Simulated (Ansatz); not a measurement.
## GaN: pressure series

Start from GaN in the wurtzite structure (space group P6_3mc, No. 186).

```xyz
4
Lattice="3.2186 0.0000 0.0000 -1.6093 2.7874 0.0000 0.0000 0.0000 5.2435" Properties=species:S:1:pos:R:3 pbc="T T T"
Ga     1.6093     0.9291     0.0051
Ga     0.0000     1.8583     2.6268
N      1.6093     0.9291     3.2732
N      0.0000     1.8583     0.6514
```

Cell and atoms are relaxed at each pressure.

Levels (all Ansatz, a quantum-chemistry and plane-wave program, PAW, earlier PAW set): PBE (420 eV, without spin-orbit coupling); PBEsol (420 eV, scalar-relativistic without spin-orbit coupling).

The base cell above is that of PBE; each level relaxes its own structures.

```csv
case,"volume per atom, PBE","volume per atom, PBEsol"
pressure −2 GPa,11.90 Å³,11.50 Å³
pressure −1 GPa,11.83 Å³,11.43 Å³
pressure 1.8 GPa,11.64 Å³,[?]
pressure 4.2 GPa,11.49 Å³,[?]
pressure 9 GPa,11.22 Å³,10.89 Å³
pressure 18 GPa,10.79 Å³,10.50 Å³
pressure 30 GPa,10.32 Å³,10.06 Å³
pressure 45 GPa,9.85 Å³,[?]
pressure 60 GPa,9.46 Å³,[?]
```

Some entries are withheld; estimate them.


- pressure 1.8 GPa, volume per atom, PBEsol: 11.27 Å³
- pressure 4.2 GPa, volume per atom, PBEsol: 11.13 Å³
- pressure 45 GPa, volume per atom, PBEsol: 9.63 Å³
- pressure 60 GPa, volume per atom, PBEsol: 9.27 Å³

PBE lies above PBEsol in every row, by 0.20 Å³ to 0.40 Å³. They put the cases in the same order.

Load acts through the strain it causes; cell and atoms are relaxed under it. Whether these cells are dynamically stable was not tested. Measured, GaN leaves this structure (for rock salt) near 47 GPa (temperature not stated; as listed in Datta, Sujoy, Jana, Debnarayan, arXiv (2020)), on rising pressure, with hysteresis.
